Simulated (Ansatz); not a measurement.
Cubic perovskite KZnF3, treated with BLYP (plane waves, PAW; Ansatz, an electronic-structure program).

Numerical settings: plane-wave cutoff 520 eV, 8×8×8 k mesh, Fermi–Dirac smearing 0.01 eV, scalar-relativistic PAW data made under PBE.

Results at a series of volumes:

```
V (Å³/atom)  E − E_lowest (meV/atom)  P (GPa)
-----------  -----------------------  -------
13.556                         12.10     4.75
13.845                          5.17     2.98
14.133                          1.24     1.41
14.422                          0.00     0.00
14.710                          1.15    -1.26
14.998                          4.44    -2.38
15.287                          9.64    -3.38
```

Q: What bulk modulus B0 and pressure derivative B′ does a third-order Birch–Murnaghan fit give?

A: V0 = 14.421 Å³/atom, B0 = 66.4 GPa, B′ = 4.7 (fit to the energies at full precision).

Measured, for comparison: bulk modulus 80 GPa (temperature not stated, no zero-point or thermal correction, (C11+2C12)/3; as tabulated in Vaitheeswaran et al. (2016), arXiv:1609.00541); equilibrium volume per atom 13.34 Å³/atom (room temperature, no zero-point or thermal correction; as tabulated in Dubrovin et al. (2021), arXiv:2110.13026). Computed (rounded) less measured: bulk modulus -17 %, equilibrium volume per atom +8.1 %.

Computing time: roughly 60 core-seconds.
